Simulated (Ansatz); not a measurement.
**GdRu2 (within 0.1 Å of Fd-3m, No. 227; cell taken from a computed entry)**

The numbers are results of LDA (Ansatz, an electronic-structure program, plane waves, PAW), not measurements.

Numerical settings: plane-wave cutoff 500 eV, 14×14×14 k mesh, Fermi–Dirac smearing 0.1 eV, spin-polarised start, scalar-relativistic PAW data made under PBE.

Cell (relaxed at this level):

```xyz
6
Lattice="2.6202 1.5128 4.2783 -2.6202 1.5128 4.2783 0.0000 -3.0256 4.2783" Properties=species:S:1:pos:R:3 pbc="T T T"
Gd     0.0000     0.0000     4.8138
Gd     0.0000     0.0000     8.0226
Ru     0.0000     0.0000    12.8338
Ru     0.0000    -1.5123     2.1396
Ru     1.3097     0.7561     2.1396
Ru    -1.3097     0.7561     2.1396
```

```yaml
band_gap: none
```

Note: the magnetic order was assumed, not searched for or taken from measurement; the 4f shell is treated without U or exact exchange, so its levels and filling can be wrong.

Spin–orbit coupling is not included.

The computed numbers hold no vibrational or temperature effects.

The result took about 20 core-minutes (a rough figure).
